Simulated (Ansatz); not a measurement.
Start from BiP in the zinc blende structure (space group F-43m, No. 216; a = 6.408 Å; a hypothetical phase, not in the database extracts checked; relaxed with 0.1 eV smearing). Axes: x, y, z lie along the cube axes.

All numbers come from plane-wave PAW DFT at the PBEsol level (Ansatz, a quantum-chemistry and plane-wave program, 420 eV), scalar-relativistic without spin-orbit coupling.

The change: uniaxial strain ε_yy = −2.01 %, all other strain components held at zero; the atoms relax in the strained cell.

Q: Predict the stress tensor and what it implies for the stiffness.

A: Stress of the strained cell less that of the base (GPa, compression positive):
```
    1.0     0.0     0.0
    0.0     0.8     0.0
    0.0     0.0     1.0
```

Then −Δσ_ii/ε with ε = -0.0201 gives secant stiffness values (nonlinear terms included at this strain): C22 ≈ 41 GPa, C12 ≈ 51 GPa and C23 ≈ 51 GPa.

An off-diagonal value above the diagonal one breaks a Born criterion: the base is elastically unstable at this level, or the strain is beyond its stable range.

No phonon test of stability was made. The final runs are not spin-polarised.
